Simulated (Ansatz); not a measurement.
CdTe under a change: pressure 30 GPa

Consider CdTe in the zinc blende structure (space group F-43m, No. 216; a = 6.618 Å).

It is then changed as follows: a hydrostatic pressure of 30 GPa.

Computed with PBE (Ansatz, a first-principles code, PAW, scalar-relativistic without spin-orbit coupling). k-mesh 9×9×9 (Γ-centred); smearing 0.05 eV (Fermi–Dirac).

- Density: 7.89 g/cm³ (base 5.50 g/cm³)
- Lattice parameter a: 586.8 pm (base 661.8 pm)
- Shortest interatomic distance: 254.1 pm (base 286.6 pm)
- Enthalpy H = E + PV relative to the base's energy: +5.46 eV/atom
- Band gap: 1.68 eV (base 0.59 eV)
- Gap character: direct at Γ (base direct at Γ)
- Width of the top valence band: 3.77 eV (base 1.94 eV)
- Electron mass: 0.11 mₑ (at Γ) (base 0.053 mₑ (at Γ))
- Hole mass (degenerate bands, along [100]): 0.11, 0.31, 0.31 mₑ (at Γ) (base 0.054, 0.57, 0.57 mₑ (at Γ))
- Valley order (the lowest conduction-band minima on the path, energy above the VBM, named in the base's zone): Γ 1.68 eV; X along ⟨100⟩ 1.79 eV; L along ⟨111⟩ 2.04 eV (base Γ 0.59 eV; L along ⟨111⟩ 1.76 eV)

With Te present, leaving out spin-orbit coupling can change the band edges. Load acts through the strain it causes; cell and atoms are relaxed under it. Masses are band curvatures over ±0.01 Å⁻¹ around the edge. Stability against distortions was not tested. Measured, CdTe leaves this structure (for cinnabar) near 3.53 GPa (temperature not stated; as listed in Datta, Sujoy, Jana, Debnarayan, arXiv (2020)), on rising pressure, with hysteresis.
